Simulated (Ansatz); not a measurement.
An Ansatz (a program for electronic structure) input (PBE, PAW, 420 eV (Ansatz; scalar-relativistic without spin-orbit coupling), earlier PAW set):

Ansatz 0.2 input:
```yaml
crystal:
  lattice:
    - [0, 3.0872118954, 3.0872118954]
    - [3.0872118954, 0, 3.0872118954]
    - [3.0872118954, 3.0872118954, 0]
  atoms:
    - { symbol: As, position: [0.75, 0.75, 0.75] }
    - { symbol: In, position: [0, 0, 0] }
basis: { ecutwfc: 420, ecutrho_ratio: 4, xc_grid: 2, fft_grid_basis: typed }
kpoints: { mp_grid: { grid: [9, 9, 9] } }
hamiltonian:
  xc: pbe
  dispersion: none
  pseudopotentials: { azcp: { folder: ./paw }, kind: paw }
scf: { occupations: { method: fermi_dirac, width: 0.05 } }
relax: { f_tol: 0.01, max_steps: 60, cell: { stress_tol: 0.02, p_target: 0.7 } }
output: { forces: true, stress: true }
checkpoint: { write: state.ck, write_every: 1000 }
```

**Question.** Which symmetry and how many k-points will the program report, and about how many plane waves at Γ?

**Answer.** Space group F-43m (ITA 216) with 24 operations, k-points 35 of 729, and 1139 plane waves at Γ.

**Question.** And the final pressure?

**Answer.** 0.70 GPa (compression positive).

A case with no gap was solved on a k-mesh chosen for an insulator, which is coarse for it. Load acts through the strain it causes; cell and atoms are relaxed under it. No phonon test of stability was made. All final runs are without spin polarisation. The cell was made from InAs in the zinc blende structure (space group F-43m, No. 216) by this change: pressure 0.7 GPa.
